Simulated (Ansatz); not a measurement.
Input:

```xyz
1
Lattice="2.3485 0.0000 0.0000 0.0000 3.3212 0.0000 1.1742 1.6606 1.2875" Properties=species:S:1:pos:R:3 pbc="T T T"
Ni     0.0000     0.0000     0.0000
```

Spin-polarised, with starting moments of sign Ni+.

All numbers come from r2SCAN, PAW, 500 eV (Ansatz, a quantum-chemistry and plane-wave program; scalar-relativistic without spin-orbit coupling). k-mesh 32×32×32 (Γ-centred); smearing 0.1 eV (Fermi–Dirac).

**Question.** Predict the mean in-plane stress (compression positive).

**Answer.** +19.7 GPa.

**Question.** What band gap does the calculation give?

**Answer.** Zero.

The magnetic state is the one reached from the starting moments; the real material's order can differ, and small cells can't hold many antiferromagnetic ones. The cells carry an imposed strain or load. No phonon test of stability was made. The cell was made from Ni in the fcc (Cu type) structure (space group Fm-3m, No. 225; ferromagnetic) by this change: biaxial strain −4.53 %, plane normal [110], relaxed out of plane.
